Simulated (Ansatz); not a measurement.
The parent structure is Na in the bcc (W type) structure (space group Im-3m, No. 229; relaxed with 0.1 eV smearing).

```
Na
1.0
   -2.08673     2.08673     2.08673
    2.08673    -2.08673     2.08673
    2.08673     2.08673    -2.08673
Na
1
Direct
  0.00000   0.00000   0.00000
```

Cartesian axes are those of the cell as printed.

Calculations: PBEsol (Ansatz, a program for electronic structure; PAW; 420 eV plane waves; no SOC).

For the base:

The shortest interatomic distance comes out as 6.830 bohr.

It is then changed as follows: uniaxial strain ε_zz = −1.50 %, all other strain components held at zero; the atoms relax in the strained cell.

Task: Predict the new stress, shortest interatomic distance and energy relative to the base.

Result: The stress (xx, yy, zz, yz, xz, xy; compression positive) comes out as (0.1, 0.1, 0.1, 0.0, 0.0, 0.0) GPa; the shortest interatomic distance shrinks by 0.034 bohr to 6.796 bohr; the energy hardly moves.

Whether these cells are dynamically stable was not tested.
